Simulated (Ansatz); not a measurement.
# CoSi2 under a change: Co → Ti

Base system: CoSi2 (space group Fm-3m, No. 225; a = 5.315 Å; non-magnetic).

The change: Ti takes the place of Co on all its sites; the structure is relaxed again.

Method: r2SCAN, PAW, 500 eV (Ansatz, an electronic-structure program; no SOC). k-mesh 14×14×14 (Γ-centred); smearing 0.05 eV (Fermi–Dirac), for the changed cell.

| quantity | base | changed | shift |
|---|---|---|---|
| volume per atom | 12.51 Å³ | 17.39 Å³ | +4.88 Å³ |
| density | 5.09 g/cm³ | 3.31 g/cm³ | -1.78 g/cm³ |
| space group | Fm-3m (No. 225) | Fm-3m (No. 225) | – |
| shortest interatomic distance | 2.301 Å | 2.568 Å | +0.267 Å |
| band gap | zero | zero | – |

Cost of the whole job for the changed cell (relaxation, final SCF and bands): very roughly 40 core-seconds.

Stability against distortions was not tested. As relaxed here, TiSi2 is a hypothetical phase, not in the database extracts checked. Starting moments died away, wholly or in part, for the base; another magnetic solution may exist. All final runs are without spin polarisation. An odd electron count without spin: CoSi2. TiSi2 has a high density of states at the Fermi level and may be magnetic at this level.
